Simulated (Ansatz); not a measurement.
Subject: the formation energy of Al_Cu in Cu (fcc, Fm-3m). Reaction: 63 Cu (fcc) + Al (fcc) → cell A.

Cell A: a supercell of 64 sites of Cu (fcc, Fm-3m) with Al on a Cu site (12 Cu at 2.57 Å); spin state with PBE: run without spin, k-point mesh 5×5×5.
```yaml
crystal:
  lattice:
    - [10.26676, 0.00000, 0.00000]
    - [5.13338, 8.89128, 0.00000]
    - [5.13338, 2.96376, 8.38278]
  atoms:
    - { symbol: Cu, position: [0.00000, 0.00000, 0.00000] }
    - { symbol: Cu, position: [0.00000, 0.00000, 0.24994] }
    - { symbol: Cu, position: [0.00000, 0.00000, 0.50000] }
    - { symbol: Cu, position: [0.00000, 0.00000, 0.75006] }
    - { symbol: Cu, position: [0.00000, 0.24994, 0.00000] }
    - { symbol: Cu, position: [0.00022, 0.24986, 0.24986] }
    - { symbol: Cu, position: [0.00022, 0.24986, 0.50006] }
    - { symbol: Cu, position: [0.00000, 0.24994, 0.75006] }
    - { symbol: Cu, position: [0.00000, 0.50000, 0.00000] }
    - { symbol: Cu, position: [0.00022, 0.50006, 0.24986] }
    - { symbol: Cu, position: [0.00000, 0.50000, 0.50000] }
    - { symbol: Cu, position: [0.99978, 0.49994, 0.75014] }
    - { symbol: Cu, position: [0.00000, 0.75006, 0.00000] }
    - { symbol: Cu, position: [0.00000, 0.75006, 0.24994] }
    - { symbol: Cu, position: [0.99978, 0.75014, 0.49994] }
    - { symbol: Cu, position: [0.99978, 0.75014, 0.75014] }
    - { symbol: Cu, position: [0.24994, 0.00000, 0.00000] }
    - { symbol: Cu, position: [0.24986, 0.00022, 0.24986] }
    - { symbol: Cu, position: [0.24986, 0.00022, 0.50006] }
    - { symbol: Cu, position: [0.24994, 0.00000, 0.75006] }
    - { symbol: Cu, position: [0.24986, 0.24986, 0.00022] }
    - { symbol: Cu, position: [0.25000, 0.25000, 0.25000] }
    - { symbol: Cu, position: [0.24986, 0.24986, 0.50006] }
    - { symbol: Cu, position: [0.24983, 0.24983, 0.75017] }
    - { symbol: Cu, position: [0.24986, 0.50006, 0.00022] }
    - { symbol: Cu, position: [0.24986, 0.50006, 0.24986] }
    - { symbol: Cu, position: [0.24927, 0.50000, 0.50000] }
    - { symbol: Cu, position: [0.24927, 0.50000, 0.75073] }
    - { symbol: Cu, position: [0.24994, 0.75006, 0.00000] }
    - { symbol: Cu, position: [0.24983, 0.75017, 0.24983] }
    - { symbol: Cu, position: [0.24927, 0.75073, 0.50000] }
    - { symbol: Cu, position: [0.24983, 0.75017, 0.75017] }
    - { symbol: Cu, position: [0.50000, 0.00000, 0.00000] }
    - { symbol: Cu, position: [0.50006, 0.00022, 0.24986] }
    - { symbol: Cu, position: [0.50000, 0.00000, 0.50000] }
    - { symbol: Cu, position: [0.49994, 0.99978, 0.75014] }
    - { symbol: Cu, position: [0.50006, 0.24986, 0.00022] }
    - { symbol: Cu, position: [0.50006, 0.24986, 0.24986] }
    - { symbol: Cu, position: [0.50000, 0.24927, 0.50000] }
    - { symbol: Cu, position: [0.50000, 0.24927, 0.75073] }
    - { symbol: Cu, position: [0.50000, 0.50000, 0.00000] }
    - { symbol: Cu, position: [0.50000, 0.50000, 0.24927] }
    - { symbol: Al, position: [0.50000, 0.50000, 0.50000] }
    - { symbol: Cu, position: [0.50000, 0.50000, 0.75073] }
    - { symbol: Cu, position: [0.49994, 0.75014, 0.99978] }
    - { symbol: Cu, position: [0.50000, 0.75073, 0.24927] }
    - { symbol: Cu, position: [0.50000, 0.75073, 0.50000] }
    - { symbol: Cu, position: [0.49994, 0.75014, 0.75014] }
    - { symbol: Cu, position: [0.75006, 0.00000, 0.00000] }
    - { symbol: Cu, position: [0.75006, 0.00000, 0.24994] }
    - { symbol: Cu, position: [0.75014, 0.99978, 0.49994] }
    - { symbol: Cu, position: [0.75014, 0.99978, 0.75014] }
    - { symbol: Cu, position: [0.75006, 0.24994, 0.00000] }
    - { symbol: Cu, position: [0.75017, 0.24983, 0.24983] }
    - { symbol: Cu, position: [0.75073, 0.24927, 0.50000] }
    - { symbol: Cu, position: [0.75017, 0.24983, 0.75017] }
    - { symbol: Cu, position: [0.75014, 0.49994, 0.99978] }
    - { symbol: Cu, position: [0.75073, 0.50000, 0.24927] }
    - { symbol: Cu, position: [0.75073, 0.50000, 0.50000] }
    - { symbol: Cu, position: [0.75014, 0.49994, 0.75014] }
    - { symbol: Cu, position: [0.75014, 0.75014, 0.99978] }
    - { symbol: Cu, position: [0.75017, 0.75017, 0.24983] }
    - { symbol: Cu, position: [0.75014, 0.75014, 0.49994] }
    - { symbol: Cu, position: [0.75000, 0.75000, 0.75000] }
```

Reference: Cu (fcc, Fm-3m), 64 atoms in the cell, the relaxed perfect crystal repeated, atoms not moved again; spin state with PBE: run without spin, k-point mesh 5×5×5 on the run's own vectors.

Reference: Al (fcc, Fm-3m), 1 atom in the cell, k-point mesh 26×26×26 on the run's own vectors. Conventional cell: a = b = c = 4.042 Å, α = β = γ = 90.00°.

Computed with Ansatz (plane waves, PAW), its default PAW set, cutoff 420 eV. The structures are at rest with PBE, within the held lattices. Neutral cells; Fermi-Dirac smearing of at most 0.10 eV in the solids, energies taken to zero width. Larger cells are relaxed from a start prepared with the learned potential CHGNet, on a coarser mesh till forces fall under 0.03 eV/Å, which some starts already meet. A dispersion term (D3(BJ), or D4 for r2SCAN) was computed beside these levels and is taken off wherever the name lacks it. No zero-point or thermal terms. No structure search was made; lower ones may exist. No correction for cell size. Mesh and cell size may move defect energies by 0.1 eV or more. Cell A has symmetry Fm-3m within 0.02 Å and got no random move, so less symmetric positions, which may lie lower, weren't tried.

Question: What is the computed value (PBE)?

Answer: -0.77 eV, for 63 Cu (fcc) + Al (fcc) → cell A.

Ansatz is a program for electronic structure.
